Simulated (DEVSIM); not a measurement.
**CdS/CdTe n-p heterojunction**

Structure: CdS/CdTe n-p heterojunction, at 300 K.

```csv
layer (left to right),material,thickness (μm),Nd (cm⁻³),Na (cm⁻³),τn (s),τp (s)
1,CdS,0.260,6.5e17,-,1e-9,1e-9
2,CdTe,0.320,-,8.1e16,3e-11,1e-9
```

Left contact: ohmic. Right contact: ohmic. Voltage is applied to the left contact. Recombination: SRH at mid-gap, radiative. Mobility is constant in doping.

Constants are typed, rounded textbook-type inputs, not results; the design itself was drawn at random and stands for no fabricated device. Values at 300 K.

```
parameter         CdS    CdTe
-------------  ------  ------
gap (eV)          2.4     1.5
affinity (eV)     4.3    4.28
permittivity        9    10.2
Nc (cm⁻³)      2.2e18    8e17
Nv (cm⁻³)      1.8e19  1.8e19
μn (cm²/Vs)       300    1000
μp (cm²/Vs)        25      80
B (cm³/s)       1e-10   1e-10
```

Simulated with DEVSIM: 1D drift-diffusion, Boltzmann statistics, complete ionisation; no tunnelling, impact ionisation, image-force lowering or self-heating. Band offsets follow the typed affinities; no thermionic-emission limit at abrupt steps, no polarisation charge.

```yaml
potential_step_across_the_device_at_zero_bias: 1.309 V
largest_field_in_the_device_at_zero_bias: 200000 V/cm
Dark forward voltage at 1 A/cm²: 1.035 V
Dark forward voltage at 100 A/cm²: 1.171 V
```

Dark reverse current:

```
V (V)  J (A/cm²)
-----  ---------
0.04     1.2e-10
0.10     2.1e-10
0.20     3.1e-10
0.30     4.1e-10
0.40     5.0e-10
0.60     6.6e-10
0.80     8.1e-10
1.00     9.6e-10
1.30      1.2e-9
1.60      1.3e-9
2.00      1.6e-9
```

Dark forward current:

(V (V), J (A/cm²)): (-0.05, -3.9e-10); (-0.10, -1.6e-9); (-0.20, -1.4e-8); (-0.25, -3.9e-8); (-0.30, -1.1e-7); (-0.40, -7.9e-7); (-0.45, -2.2e-6); (-0.50, -5.9e-6); (-0.60, -4.4e-5); (-0.65, -0.00012); (-0.70, -0.00034); (-0.75, -0.00096); (-0.85, -0.0081); (-0.90, -0.025); (-0.95, -0.087); (-1.05, -1.6); (-1.10, -8.6); (-1.15, -49); (-1.25, -1400); (-1.30, -6000)
